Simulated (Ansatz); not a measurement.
The starting structures come from a database of crystals and need not be the phases stable at ambient conditions.

 Where the default PAW files enter, the runs use the earlier of Ansatz's two default sets.

By PBEsol, the system below comes out a metal.

Without scattering a metal conducts by its projected Fermi surface.

Given:

```xyz
2
Lattice="2.6585 0.0000 0.0000 -1.3293 3.3536 0.0000 1.3293 0.0000 3.3536" Properties=species:S:1:pos:R:3 pbc="T T T"
Si     0.6646     1.6768     1.6768
Si     1.3293     0.0000     0.0000
```

Space group of this cell: I4_1/amd. The cell is taken as given; by PBEsol its mean pressure is 0.8 GPa.

The current flows along the normal of the first two printed cell vectors, the (110) plane of the conventional cell. No spin-orbit coupling; the value is a mean over 0.1 eV about the Fermi level.

Question: Compute, with Ansatz (an electronic-structure program) with PBEsol, the ballistic conductance per area.

Answer: 1.2 × 10¹⁵ S/m² for both spins.
